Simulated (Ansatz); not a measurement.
**InGa₃N₄ (P3m1, No. 156, 8 atoms in the cell; start mp-1223879)**

Method: PBEsol in Ansatz (PAW).

Settings: plane-wave cutoff 520 eV, 12×12×4 k mesh (along the axes of the cell as run), Fermi–Dirac smearing 0.01 eV, scalar-relativistic PAW data made under PBE.

Cell (relaxed with PBEsol):

```yaml
crystal:
  lattice:
    - [3.26389, 0.00000, 0.00000]
    - [-1.63195, 2.82661, 0.00000]
    - [0.00000, 0.00000, 10.71348]
  atoms:
    - { symbol: In, position: [0.00000, 0.00000, 0.99786] }
    - { symbol: Ga, position: [0.66667, 0.33333, 0.25937] }
    - { symbol: Ga, position: [0.66667, 0.33333, 0.73801] }
    - { symbol: Ga, position: [0.00000, 0.00000, 0.49855] }
    - { symbol: N, position: [0.66667, 0.33333, 0.07985] }
    - { symbol: N, position: [0.66667, 0.33333, 0.55610] }
    - { symbol: N, position: [0.00000, 0.00000, 0.31671] }
    - { symbol: N, position: [0.00000, 0.00000, 0.79536] }
```

```yaml
band_gap: 0.68 eV
```

Spin–orbit coupling is not included.

The computed numbers hold no vibrational or temperature effects.

A start named mp-… is a Materials Project structure, which need not be a measured phase.

Ansatz is an electronic-structure program.
